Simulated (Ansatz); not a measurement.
Amorphous cells of 8 compositions: the gap between the highest filled and lowest empty level at the zone centre, by PBE and by a single point of r2SCAN on the same geometry (PBE, scalar-relativistic without spin-orbit coupling (plane waves to 420 eV, PAW; Ansatz, a program for electronic structure); r2SCAN at 500 eV). The networks come from melt-quench runs on the CHGNet potential at compositions and starting densities chosen by hand, with anions pushed apart in the CHGNet dynamics, and DFT then relaxed them. The cells are small and were quenched far faster than real films, so single cells scatter. Defect or tail levels can set these gaps. The rows are the first to finish with both values and no moments.

```
cell                        PBE gap x (eV)  r2SCAN gap y (eV)
--------------------------  --------------  -----------------
A (Al28O45W, 3.36 g/cm3)              2.65               2.96
B (Al28O43Zn, 3.17 g/cm3)             2.95               3.52
C (Al28O45Ga2, 3.12 g/cm3)            3.17               3.77
D (Al28O45B2, 2.99 g/cm3)             3.18               3.79
E (Al45O72H9, 3.06 g/cm3)             3.51               4.16
F (Al28O45Y2, 3.27 g/cm3)             3.55           withheld
G (Al28O44Hf, 3.39 g/cm3)             3.61               4.24
H (Al28O43Li2, 3.13 g/cm3)            3.62               4.26
```

Fit a straight line through the 7 full rows and predict the withheld value for F (Al28O45Y2, 3.27 g/cm3).

Means: x = 3.241, y = 3.814. Slope = Σ(Δx Δy) / Σ(Δx²) = 1.014 / 0.7949 = 1.28; the r.m.s. residual is 0.059. Prediction: 3.814 + 1.28 × (3.55 − 3.241) = 4.21. The run gave 4.20, 0.01 below the line.
